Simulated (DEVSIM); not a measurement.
System: Pd/SiO2/p-Si capacitor, at 300 K.

```tsv
layer (left to right)	material	thickness (nm)	Na (cm⁻³)
1	SiO2	10.0	-
2	Si	3200	3.3e16
```

Metal gate on the left, work function 5.2 eV. Fixed charge at the semiconductor interface -1.8e10 cm⁻² (in units of +e); no interface traps.

This is a model device: material constants are rounded textbook-type values typed into the input, and sizes, dopings and lifetimes were drawn at random. Values at 300 K.

| parameter | SiO2 | Si |
|---|---|---|
| gap (eV) | 9 | 1.124 |
| affinity (eV) | 0.9 | 4.05 |
| permittivity | 3.9 | 11.7 |
| Nc (cm⁻³) | - | 2.86e19 |
| Nv (cm⁻³) | - | 3.1e19 |

DEVSIM, 1D Poisson equation in equilibrium, Boltzmann statistics, complete ionisation; no quantum confinement or tunnelling. Metal contacts follow the ideal Schottky-Mott rule: no Fermi-level pinning, no interface dipoles.

Question: Tabulate band edges, carrier densities and field at 0.9 V on the gate.

Answer: Energies count from the Fermi level of the right contact; mesh points crowd at the junctions.

```json
[
 {"x (μm)": "0.000", "Ec (eV)": "3.400", "Ev (eV)": "-5.600", "n (cm⁻³)": "< 1e2", "p (cm⁻³)": "< 1e2", "field (V/cm)": "210000"},
 {"x (μm)": "0.001313", "Ec (eV)": "3.428", "Ev (eV)": "-5.572", "n (cm⁻³)": "< 1e2", "p (cm⁻³)": "< 1e2", "field (V/cm)": "210000"},
 {"x (μm)": "0.003622", "Ec (eV)": "3.477", "Ev (eV)": "-5.523", "n (cm⁻³)": "< 1e2", "p (cm⁻³)": "< 1e2", "field (V/cm)": "210000"},
 {"x (μm)": "0.006983", "Ec (eV)": "3.549", "Ev (eV)": "-5.451", "n (cm⁻³)": "< 1e2", "p (cm⁻³)": "< 1e2", "field (V/cm)": "210000"},
 {"x (μm)": "0.009489", "Ec (eV)": "3.603", "Ev (eV)": "-5.397", "n (cm⁻³)": "< 1e2", "p (cm⁻³)": "< 1e2", "field (V/cm)": "210000"},
 {"x (μm)": "0.01058", "Ec (eV)": "0.467", "Ev (eV)": "-0.657", "n (cm⁻³)": "4.0e11", "p (cm⁻³)": "2.9e8", "field (V/cm)": "68000"},
 {"x (μm)": "0.01264", "Ec (eV)": "0.481", "Ev (eV)": "-0.643", "n (cm⁻³)": "2.4e11", "p (cm⁻³)": "4.9e8", "field (V/cm)": "67000"},
 {"x (μm)": "0.02007", "Ec (eV)": "0.530", "Ev (eV)": "-0.594", "n (cm⁻³)": "3.6e10", "p (cm⁻³)": "3.2e9", "field (V/cm)": "63000"},
 {"x (μm)": "0.03332", "Ec (eV)": "0.609", "Ev (eV)": "-0.515", "n (cm⁻³)": "1.7e9", "p (cm⁻³)": "6.9e10", "field (V/cm)": "56000"},
 {"x (μm)": "0.06405", "Ec (eV)": "0.758", "Ev (eV)": "-0.366", "n (cm⁻³)": "5200000", "p (cm⁻³)": "2.2e13", "field (V/cm)": "41000"},
 {"x (μm)": "0.1292", "Ec (eV)": "0.919", "Ev (eV)": "-0.205", "n (cm⁻³)": "10000", "p (cm⁻³)": "1.1e16", "field (V/cm)": "10000"},
 {"x (μm)": "0.3646", "Ec (eV)": "0.947", "Ev (eV)": "-0.177", "n (cm⁻³)": "3500", "p (cm⁻³)": "3.3e16", "field (V/cm)": "≈ 0"},
 {"x (μm)": "0.7843", "Ec (eV)": "0.947", "Ev (eV)": "-0.177", "n (cm⁻³)": "3500", "p (cm⁻³)": "3.3e16", "field (V/cm)": "≈ 0"},
 {"x (μm)": "1.715", "Ec (eV)": "0.947", "Ev (eV)": "-0.177", "n (cm⁻³)": "3500", "p (cm⁻³)": "3.3e16", "field (V/cm)": "≈ 0"},
 {"x (μm)": "2.688", "Ec (eV)": "0.947", "Ev (eV)": "-0.177", "n (cm⁻³)": "3500", "p (cm⁻³)": "3.3e16", "field (V/cm)": "≈ 0"},
 {"x (μm)": "2.979", "Ec (eV)": "0.947", "Ev (eV)": "-0.177", "n (cm⁻³)": "3500", "p (cm⁻³)": "3.3e16", "field (V/cm)": "≈ 0"},
 {"x (μm)": "3.105", "Ec (eV)": "0.947", "Ev (eV)": "-0.177", "n (cm⁻³)": "3500", "p (cm⁻³)": "3.3e16", "field (V/cm)": "≈ 0"},
 {"x (μm)": "3.164", "Ec (eV)": "0.947", "Ev (eV)": "-0.177", "n (cm⁻³)": "3500", "p (cm⁻³)": "3.3e16", "field (V/cm)": "≈ 0"},
 {"x (μm)": "3.195", "Ec (eV)": "0.947", "Ev (eV)": "-0.177", "n (cm⁻³)": "3500", "p (cm⁻³)": "3.3e16", "field (V/cm)": "≈ 0"},
 {"x (μm)": "3.204", "Ec (eV)": "0.947", "Ev (eV)": "-0.177", "n (cm⁻³)": "3500", "p (cm⁻³)": "3.3e16", "field (V/cm)": "≈ 0"},
 {"x (μm)": "3.208", "Ec (eV)": "0.947", "Ev (eV)": "-0.177", "n (cm⁻³)": "3500", "p (cm⁻³)": "3.3e16", "field (V/cm)": "≈ 0"},
 {"x (μm)": "3.210", "Ec (eV)": "0.947", "Ev (eV)": "-0.177", "n (cm⁻³)": "3500", "p (cm⁻³)": "3.3e16", "field (V/cm)": "≈ 0"}
]
```
